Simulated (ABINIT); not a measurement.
A self-consistent single point of SrMg₂ (Fd-3m, 6 atoms in the cell) with ABINIT.

Computed with PBEsol, norm-conserving pseudopotentials (PseudoDojo nc-sr-04 PBEsol standard) (plane waves; ABINIT 10.0.3).

```yaml
crystal:
  lattice:
    - [0.00000, 4.54476, 4.54476]
    - [4.54476, 0.00000, 4.54476]
    - [4.54476, 4.54476, 0.00000]
  atoms:
    - { symbol: Sr, position: [0.50000, 0.50000, 0.50000] }
    - { symbol: Sr, position: [0.75000, 0.75000, 0.75000] }
    - { symbol: Mg, position: [0.12500, 0.12500, 0.62500] }
    - { symbol: Mg, position: [0.12500, 0.62500, 0.12500] }
    - { symbol: Mg, position: [0.12500, 0.12500, 0.12500] }
    - { symbol: Mg, position: [0.62500, 0.12500, 0.12500] }
```

Reference input (self-consistent single point, DFT, PBEsol, plane waves, norm-conserving pseudopotentials (PseudoDojo nc-sr-04 PBEsol standard)): pseudos = [Sr.upf, Mg.upf]; ecut = 1143 eV; occopt = 7; tsmear = 0.05 eV; ngkpt = 4 4 4; nshiftk = 1; shiftk = 0 0 0; potentials = PseudoDojo nc-sr-04 PBEsol standard; nband = 39; kptopt = 1; nstep = 50; tolvrs = 1e-12. This run's input differs from it in these lines:

```diff
@@ -24,3 +24,3 @@
 kptopt 1
-ngkpt 4 4 4
+ngkpt 5 5 5
 nshiftk 1
```

Log, with long lists cut:

```
--- !BeginCycle
solver: {iscf: 7, nstep: 50, nline: 4, wfoptalg: 0, }
tolerances: {tolvrs: 1.00E-12, }
...

     iter   Etot(hartree)      deltaE(h)  residm     vres2
 ETOT  1  -305.41951948893    -3.054E+02 4.153E-01 5.718E+01
 ETOT  2  -305.64268047657    -2.232E-01 3.808E-03 1.238E+01
 ETOT  3  -305.64457687320    -1.896E-03 1.085E-03 4.997E-01
 ETOT  4  -305.64459603820    -1.916E-05 4.994E-04 2.564E-02
 ETOT  5  -305.64459726931    -1.231E-06 5.671E-04 4.039E-04
 ETOT  6  -305.64459731603    -4.672E-08 1.643E-04 4.726E-06
 ETOT  7  -305.64459731637    -3.458E-10 1.493E-04 8.499E-08
 ETOT  8  -305.64459731636     9.493E-12 5.946E-05 3.449E-09
 ETOT  9  -305.64459731633     3.058E-11 3.290E-05 6.131E-11
 ETOT 10  -305.64459731636    -2.410E-11 2.245E-05 5.746E-13
 At SCF step   10       vres2   =  5.75E-13 < tolvrs=  1.00E-12 =>converged.

 Cartesian components of stress tensor (hartree/bohr^3)
  sigma(1 1)=  2.38168515E-05  sigma(3 2)=  0.00000000E+00
  sigma(2 2)=  2.38168515E-05  sigma(3 1)=  0.00000000E+00
  sigma(3 3)=  2.38168515E-05  sigma(2 1)=  0.00000000E+00

 ----iterations are completed or convergence reached----

 reduced coordinates (array xred) for    6 atoms
       0.500000000000      0.500000000000      0.500000000000
       0.750000000000      0.750000000000      0.750000000000
       0.125000000000      0.125000000000      0.625000000000
       0.125000000000      0.625000000000      0.125000000000
       0.125000000000      0.125000000000      0.125000000000
       0.625000000000      0.125000000000      0.125000000000
 cartesian forces (eV/Angstrom) at end:
   [... lines left out ...]
 Fermi (or HOMO) energy (eV) =   4.24552   Average Vxc (eV)=  -8.42092
   [... lines left out ...]
total_energy        : -3.05644597316356E+02
total_energy_eV     : -8.31701246231050E+03
band_energy         : -6.44132051173769E+01
...

-Cartesian components of stress tensor (GPa)         [Pressure= -7.0072E-01 GPa]
- sigma(1 1)=  7.00715844E-01  sigma(3 2)=  0.00000000E+00
- sigma(2 2)=  7.00715844E-01  sigma(3 1)=  0.00000000E+00
- sigma(3 3)=  7.00715844E-01  sigma(2 1)=  0.00000000E+00

 Calculation completed.
```

The run converged in 10 iterations. Against the reference run the free energy falls by 4.5 meV/atom and the pressure hardly changes (-0.68 to -0.70 GPa).

The starting cell comes from a database of computed structures (which also holds hypothetical and non-ambient phases and stackings), without a prior relaxation at this level.

Cost on one core of a shared machine: roughly 6 min.
